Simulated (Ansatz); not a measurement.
Take CoCl₃ in the ReO3 type structure (space group Pm-3m, No. 221; a = 4.560 Å; ferromagnetic; a hypothetical phase, not in the database extracts checked; relaxed with 0.1 eV smearing) as the base. Axes: x, y, z lie along the cube axes.

The values are results of PBEsol/PAW in Ansatz (a quantum-chemistry and plane-wave program), spin-orbit coupling left out, not measurements.

Before the change:

```
Quantity              Result
-------------------  -------
Largest site moment  1.76 μB
```

Perturbation: tensile biaxial strain of 1.80 % in the plane normal to [110], as in epitaxy on a mismatched substrate; the out-of-plane cell vector and the atoms relax.

**Question.** How does this affect the largest site moment?

**Answer.** The largest site moment increases by 0.07 μB (1.76 μB → 1.83 μB).

**Question.** How does this affect the out-of-plane strain?

**Answer.** The out-of-plane strain comes out as -1.44 %.

**Question.** Predict the new energy relative to the base.

**Answer.** The energy goes up by 3.9 meV/atom.

**Question.** What does the calculation give for the in-plane stress after the change?

**Answer.** The mean in-plane stress (compression positive) amounts to -1.4 GPa.

Stability against distortions was not tested. No Hubbard U is applied and the magnetic state is the run's own (CoCl3 ferromagnetic); other magnetic orders, which need larger cells, were not tried and can change the gap.
